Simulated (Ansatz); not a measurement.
# CdO (model structure, started from the h-BN type, P6₃/mmc, No. 194, 4 atoms in the cell)

Level of theory: LDA (plane waves, PAW; Ansatz, a first-principles code).

Numerical settings: plane-wave cutoff 520 eV, 18×18×6 k mesh (along the axes of the cell as run), Fermi–Dirac smearing 0.05 eV, scalar-relativistic PAW data made under PBE.

Cell (relaxed at this level):

Space group P6₃/mmc (No. 194); a = b = 3.7997 Å, c = 4.6730 Å, α = β = 90.00°, γ = 120.00°

```tsv
atom	site	symmetry	x	y	z
Cd	2c	-6m2	0.3333	0.6667	0.2500
O	2d	-6m2	0.6667	0.3333	0.2500
```

For CdO (model structure, started from the h-BN type, P6₃/mmc, No. 194, 4 atoms in the cell), the band gap comes out as zero (no gap) and the bulk modulus B0 is 131 GPa.

Note: the bulk modulus is −V dP/dV from two relaxed cells at ±2 % in volume; the relaxation could raise the start's symmetry but not lower it, so the cell can be a saddle point.

Spin–orbit coupling is not included.

The computed numbers hold no vibrational or temperature effects.

Computing time: roughly 2.6 core-minutes.

A model structure was made by putting elements into a prototype or built by hand; it is no filed structure, need not be a known phase, and can be a saddle point held by its symmetry.
